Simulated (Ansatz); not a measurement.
An Ansatz (an electronic-structure program) run: Mg3Sb2 with a change (pressure 5 GPa); Ansatz r2SCAN, spin-orbit coupling left out.

Input:

Ansatz 0.2 input:
```yaml
crystal:
  lattice:
    - [4.4851578826, 0, 0]
    - [-2.2425789413, 3.8842606663, 0]
    - [0, 0, 7.0914400145]
  atoms:
    - { symbol: Sb, position: [0.3333333333, 0.6666666667, 0.2257828307] }
    - { symbol: Sb, position: [0.6666666667, 0.3333333333, 0.7742171693] }
    - { symbol: Mg, position: [0, 0, 0] }
    - { symbol: Mg, position: [0.3333333333, 0.6666666667, 0.6329459239] }
    - { symbol: Mg, position: [0.6666666667, 0.3333333333, 0.3670540761] }
basis: { ecutwfc: 500, ecutrho_ratio: 4, xc_grid: 4, fft_grid_basis: typed }
kpoints: { mp_grid: { grid: [12, 12, 7] } }
hamiltonian:
  xc: r2scan
  dispersion: none
  pseudopotentials: { kind: paw }
scf: { occupations: { method: fermi_dirac, width: 0.05 } }
relax: { f_tol: 0.01, max_steps: 60, cell: { stress_tol: 0.02, p_target: 5.0 } }
output: { forces: true, stress: true }
checkpoint: { write: state.ck, write_every: 1000 }
```

Output (explanatory and most iteration lines left out):

```
Relaxation: its limit of steps is 60 (relax.max_steps)
Pseudopotential: Sb, paw, valence charge 15
Pseudopotential: Mg, paw, valence charge 10
Crystal: 5 atoms, lattice volume = 123.544 Å³
Basis set: ecut = 500 eV, 3091 PW (Γ), exchange–correlation on 144×144×216 points (64 copies of the dense FFT grid, shifted against one another)
Bands: 36, of which v1, the nominal top of the filled ones, is band 30 counted from 1 (29 counted from 0)
Symmetry: 12 space group operations
Space group: P-3m1 (ITA 164), of the structure as read, at distance tolerance 5.0e-5 Å
k-points: 112 of 1008
Functional: x = r2scan, c = r2scan; τ floored in thin density (d = 2e-4 eV/Å³)
SCF iter   1: F=—  HF=-18779.806978 eV  |F-HF|=—  |Δ(HF+E_count)|=         —  Δρ=6.16e-3  dr2=2.43e-2  dr2_τ=7.68e-3  ethr=1.77e-3  ⟨swp⟩=8.6  Hψ=18122  notcnv=0  defer=3
SCF iter   2: F=—  HF=-18779.883929 eV  |F-HF|=—  |Δ(HF+E_count)|=   7.70e-2  Δρ=2.95e-3  dr2=9.38e-3  dr2_τ=1.43e-4  ethr=4.05e-5  ⟨swp⟩=2.1  Hψ=8842  notcnv=0  defer=132
SCF 1 converged in 7 iterations: F = -18779.885890 eV  dr2 = 3.31e-8
relax step   1: F+E_penalty+E_count = -18779.88589034 eV  Δ(F+E_penalty+E_count) = +0.000e0 eV  max|allowed force component| = 5.814e-4 eV/Å  Δτ_max = 0.0000 Å  P = +3.000 GPa  Ω = 123.544 Å³  (7 SCF iters, dr2 threshold 1.00e-7 eV, accepted)
[... steps on the carried basis left out ...]
relax step   5: F+E_penalty+E_count = -18779.78849474 eV  Δ(F+E_penalty+E_count) = +4.618e-4 eV  max|allowed force component| = 7.604e-4 eV/Å  Δτ_max = 0.0000 Å  P = +4.997 GPa  Ω = 119.616 Å³  stress off target by 4.56e-3 GPa  SCF on the basis re-selected at this cell (its energy is not comparable with the rows above)  (5 SCF iters)
SCF converged after 5 iterations
Free energy (F): -18779.788495 eV
Internal energy: -18779.788464 eV  (E = F + TS)
E sigma→0 (E₀):  -18779.788479 eV
Entropy (-TS):   -0.000031 eV (-0.006 meV/atom)
Fermi energy:    8.558856 eV
--- Forces (eV/Å), atoms counted from 1 ---
  atom   1  Sb     0.00000000    -0.00000000     0.00076042
  atom   2  Sb    -0.00000000     0.00000000    -0.00076042
  atom   3  Mg     0.00000000    -0.00000000     0.00000000
  atom   4  Mg    -0.00000000     0.00000000     0.00059561
  atom   5  Mg     0.00000000    -0.00000000    -0.00059561
--- Stress (GPa, compression-positive) ---
        4.995443       0.000000      -0.000000
       -0.000000       4.995443      -0.000000
       -0.000000      -0.000000       4.999840
  P = ⅓ Tr σ = 4.9969 GPa (49.969 kbar)
--- Relaxed structure (4 steps of the walk, 4 accepted, 1 SCFs on fresh bases) ---
  cell:  # Å, volume = 119.6155 Å³
    - [4.439716505381671, 6.475025407827849e-33, -1.2653366810967246e-17]
    - [-2.2198582526908357, 3.844907279261599, 6.326683405483624e-18]
    - [-2.000611663409358e-17, 8.500864643608975e-33, 7.007229959188259]
  atoms:
    - { symbol: Sb, position: [0.3333333333333333, 0.6666666666666666, 0.22421074764457716] }
    - { symbol: Sb, position: [0.6666666666666666, 0.3333333333333333, 0.7757892523554227] }
    - { symbol: Mg, position: [-3.6141225770841983e-35, 4.954329167346053e-50, -9.784886976014948e-20] }
    - { symbol: Mg, position: [0.3333333333333333, 0.6666666666666666, 0.6325790984865718] }
    - { symbol: Mg, position: [0.6666666666666666, 0.3333333333333333, 0.36742090151342854] }
```

Spin-orbit coupling, missing from the scalar runs, can matter with Sb. Load acts through the strain it causes; cell and atoms are relaxed under it. No phonon test of stability was made. Competing high-pressure phases were not computed. The cell was made from Mg3Sb2 (space group P-3m1, No. 164) by this change: pressure 5 GPa.
